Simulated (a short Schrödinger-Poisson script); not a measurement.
Solved with a short Schrödinger-Poisson script written for these runs: one-band effective-mass equation with BenDaniel-Duke matching, electrons, heavy and light holes apart, hard walls at the outer ends, one valence edge for both holes (no strain splitting), no charge, excitons, band mixing or non-parabolicity; under a field the levels are quasi-bound states of a box, listed while three quarters of their weight lies within 4 nm of the wells.

Structure: single GaAs/Al0.2Ga0.8As quantum well.

From the first side: 20 nm Al0.2Ga0.8As; 5 nm GaAs; 20 nm Al0.2Ga0.8As.

The device is made up for the run: typed textbook-type constants, with dimensions and the other settings drawn at random. GaAs: direct gap (eV) 1.424, conduction-band edge (eV) 0, electron mass (mₑ) 0.067, heavy-hole mass 0.377, light-hole mass 0.09. Al0.2Ga0.8As: direct gap (eV) 1.673, conduction-band edge (eV) 0.158, electron mass (mₑ) 0.0836, heavy-hole mass 0.397, light-hole mass 0.108.

The valence-band edge of each layer lies one gap below its conduction-band edge. The electron's potential energy rises along the stack by the applied field. Mesh 0.03 nm at interfaces.

### Question
Give the shift of e1-hh1 at 37.1 kV/cm (meV); the hh1 − lh1 (meV); the e1-hh1 transition at zero applied field (eV).

### Answer
shift of e1-hh1 at 37.1 kV/cm (meV): -1.0; hh1 − lh1 (meV): 22.5; e1-hh1 transition at zero applied field (eV): 1.506. Excitons are left out, and strain enters only through the typed gaps and offsets, so measured lines lie elsewhere.
